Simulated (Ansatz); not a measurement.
# Ta, response to strain

The parent structure is Ta in the bcc (W type) structure (space group Im-3m, No. 229; a = 3.282 Å; relaxed with 0.1 eV smearing). Axes: x, y, z lie along the cube axes.

Strains are applied to the cell and any free atomic positions relax.

Calculations: Ansatz (a quantum-chemistry and plane-wave program), PBEsol, PAW, cutoff 420 eV, scalar-relativistic without spin-orbit coupling.

Notes on the quantities. pressure: mean of the normal stresses, compression positive.

```
change                          volume per atom  pressure
------------------------------  ---------------  --------
base                                   17.68 Å³   0.0 GPa
uniaxial strain ε_zz = −2.00 %         17.33 Å³   4.4 GPa
uniaxial strain ε_zz = −1.50 %         17.42 Å³   3.2 GPa
uniaxial strain ε_zz = −0.50 %         17.59 Å³   1.0 GPa
uniaxial strain ε_zz = +0.50 %         17.77 Å³  -1.0 GPa
uniaxial strain ε_zz = +1.00 %         17.86 Å³  -2.0 GPa
uniaxial strain ε_zz = +1.50 %         17.95 Å³  -3.0 GPa
uniaxial strain ε_zz = +2.00 %         18.03 Å³  -3.9 GPa
uniaxial strain ε_zz = +2.50 %         18.12 Å³  -4.8 GPa
uniaxial strain ε_zz = +3.00 %         18.21 Å³  -5.7 GPa
```

Stability against distortions was not tested. The final runs are not spin-polarised.
